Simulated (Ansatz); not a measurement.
SrPdH$_{3}$ (Pm-3m), PBEsol, DFPT electron-phonon coupling, linearised Boltzmann equation (Ansatz, a first-principles code). Phonon-limited resistivity 5.15 μΩ·cm at 300 K, Drude plasma energy 5.51 eV.

### Question
What is the classical skin depth at 1 GHz (nonmagnetic, μ₀ = 1.257×10⁻⁶ H/m)?

### Answer
δ = √(ρ/(π f μ₀)) = 3610 nm.

### Question
What Drude relaxation time do resistivity and plasma energy imply?

### Answer
ω_p = 8.37e15 s⁻¹, so τ = 1/(ε₀ ω_p² ρ) = 31.3 fs, a damping ħ/τ of 21.0 meV.

A metal at this level (no band gap). Only scattering by harmonic phonons is included (no impurities, grain boundaries, electron-electron scattering or thermal expansion). Spin-orbit coupling is left out. The squared frequency of the phonon mode least converged on the k mesh is uncertain by about 76 %. The run warned that the eigensolver left some states short of its tolerance. Halving the electron mesh (24x24x24) moves the resistivity by up to 9 % at 300 K. Smearing 0.20 eV; phonons on a 4x4x4 q mesh, which this run doesn't test.

Computed structure with no diffraction record at hand here (it may be known, metastable or hypothetical): SrPdH3 (Pm-3m).
